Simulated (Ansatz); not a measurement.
Mn on the Al site (Mn_Al) in corundum, relaxed from two starting moments at each charge below.

All values below come from PBE, PAW (plane waves to 420 eV; Ansatz, a program for electronic structure). Details: 120-site cell; 2×2×2 Γ-centred k-points; start: the Al site; host gap 5.85 eV; charged states image-corrected; no Hubbard U; not converged in cell size; flagged in the runs: a host whose relaxation on this sampling wasn't shown to rest.

At charge −1 the runs end with 1.0 and 5.0 μB. The state with 5.0 μB lies 1.12 eV below the one with 1.0 μB.
